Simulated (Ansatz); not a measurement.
The reference is TaN (space group Pm-3m, No. 221; a = 4.213 Å; a hypothetical phase, not in the database extracts checked). Axes: x, y, z lie along the cube axes.

It is then changed as follows: uniaxial stress, 0.5 GPa tension along x; all other stress components relax to zero.

Levels (all Ansatz, a program for electronic structure, PAW): PBEsol (420 eV, without spin-orbit coupling); PBEsol+SOC (420 eV, noncollinear with spin-orbit coupling).

The geometry is relaxed with PBEsol.

| Item | Result |
|---|---|
| PBEsol pressure | -0.2 GPa |

With PBEsol+SOC at the same geometry, the pressure drops by 0.4 GPa (-0.2 GPa → -0.6 GPa).

Single points use the geometry relaxed with PBEsol. Differences between runs with and without spin-orbit coupling are approximate. Load acts through the strain it causes; cell and atoms are relaxed under it. Stability under load was not tested beyond the relaxation. The runs without spin-orbit coupling are not spin-polarised.
